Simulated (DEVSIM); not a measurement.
Device: Ru/SiO2/p-Ge capacitor, at 250 K.

```tsv
layer (left to right)	material	thickness (nm)	Na (cm⁻³)
1	SiO2	11.0	-
2	Ge	2200	3.6e16
```

Metal gate on the left, work function 4.7 eV. Fixed charge at the semiconductor interface 3.4e10 cm⁻² (in units of +e); no interface traps.

Constants are typed, rounded textbook-type inputs, not results; the design itself was drawn at random and stands for no fabricated device. Values at 300 K; Nc and Nv go as T^1.5, mobilities as T to minus their exponent, the gap by Varshni's rule with the affinity fixed.

```csv
parameter,SiO2,Ge
gap (eV),9,0.664
affinity (eV),0.9,4
permittivity,3.9,16
Nc (cm⁻³),-,1.04e19
Nv (cm⁻³),-,6e18
Varshni α (eV/K),-,0.000477
Varshni β (K),-,235
```

DEVSIM, 1D Poisson equation in equilibrium, Boltzmann statistics, complete ionisation; no quantum confinement or tunnelling. Metal contacts follow the ideal Schottky-Mott rule: no Fermi-level pinning, no interface dipoles.

Task: Tabulate band edges, carrier densities and field at 0.6 V on the gate.

Result: Energies count from the Fermi level of the right contact; mesh points crowd at the junctions.

| x (μm) | Ec (eV) | Ev (eV) | n (cm⁻³) | p (cm⁻³) | field (V/cm) |
|---|---|---|---|---|---|
| 0.000 | 3.200 | -5.800 | < 1e2 | < 1e2 | 170000 |
| 0.001252 | 3.222 | -5.778 | < 1e2 | < 1e2 | 170000 |
| 0.003561 | 3.262 | -5.738 | < 1e2 | < 1e2 | 170000 |
| 0.006987 | 3.322 | -5.678 | < 1e2 | < 1e2 | 170000 |
| 0.01007 | 3.376 | -5.624 | < 1e2 | < 1e2 | 170000 |
| 0.01117 | 0.293 | -0.390 | 9.8e12 | 6.3e10 | 46000 |
| 0.01264 | 0.300 | -0.383 | 7.2e12 | 8.7e10 | 46000 |
| 0.01784 | 0.323 | -0.360 | 2.4e12 | 2.5e11 | 44000 |
| 0.02670 | 0.360 | -0.323 | 4.4e11 | 1.4e12 | 40000 |
| 0.04657 | 0.432 | -0.251 | 1.6e10 | 3.9e13 | 32000 |
| 0.08989 | 0.532 | -0.150 | 1.5e8 | 4.2e15 | 15000 |
| 0.2309 | 0.578 | -0.104 | 1.7e7 | 3.6e16 | 63 |
| 0.4916 | 0.578 | -0.104 | 1.7e7 | 3.6e16 | ≈ 0 |
| 1.060 | 0.578 | -0.104 | 1.7e7 | 3.6e16 | ≈ 0 |
| 1.786 | 0.578 | -0.104 | 1.7e7 | 3.6e16 | ≈ 0 |
| 2.016 | 0.578 | -0.104 | 1.7e7 | 3.6e16 | ≈ 0 |
| 2.122 | 0.578 | -0.104 | 1.7e7 | 3.6e16 | ≈ 0 |
| 2.171 | 0.578 | -0.104 | 1.7e7 | 3.6e16 | ≈ 0 |
| 2.197 | 0.578 | -0.104 | 1.7e7 | 3.6e16 | ≈ 0 |
| 2.205 | 0.578 | -0.104 | 1.7e7 | 3.6e16 | ≈ 0 |
| 2.209 | 0.578 | -0.104 | 1.7e7 | 3.6e16 | ≈ 0 |
| 2.211 | 0.578 | -0.104 | 1.7e7 | 3.6e16 | ≈ 0 |
